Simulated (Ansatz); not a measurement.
**BeTe: biaxial strain +2.50 %, plane normal [001], relaxed out of plane**

The parent structure is BeTe in the zinc blende structure (space group F-43m, No. 216; a = 5.657 Å). Axes: x, y, z lie along the cube axes.

Modification: biaxial strain +2.50 %, plane normal [001], relaxed out of plane (Cartesian); in-plane vectors clamped, the third vector and the atoms free.

Calculations: Ansatz (an electronic-structure program) r2SCAN, spin-orbit coupling left out. k-mesh 10×10×10 (Γ-centred); smearing 0.05 eV (Fermi–Dirac).

```tsv
quantity	base	changed	shift
space group	F-43m (No. 216)	I-4m2 (No. 119)	–
shortest interatomic distance	2.449 Å	2.475 Å	+0.026 Å
energy relative to the base (free energy F)	0 meV/atom	+9.2 meV/atom	+9.2 meV/atom
pressure (mean of the normal stresses, compression positive)	0.01 GPa	-1.67 GPa	-1.68 GPa
band gap	2.37 eV	2.11 eV	-0.26 eV
gap character	–	indirect, Γ → M	–
smallest direct gap	4.04 eV	3.88 eV	-0.16 eV
hole mass	–	0.21 mₑ out of plane, 0.35 mₑ in plane (at Γ)	–
valence-band top at Γ (three highest levels, from the VBM)	0.00, 0.00, 0.00 eV	0.00, -0.22, -0.22 eV	–
out-of-plane strain	–	-1.93 %	–
ratio −ε⊥/ε∥	–	0.77	–
mean in-plane stress (compression positive)	–	-2.5 GPa	–
```

With Te present, leaving out spin-orbit coupling can change the band edges. Masses are band curvatures over ±0.01 Å⁻¹ around the edge. No phonon test of stability was made. k-point labels follow each cell's own Brillouin zone.
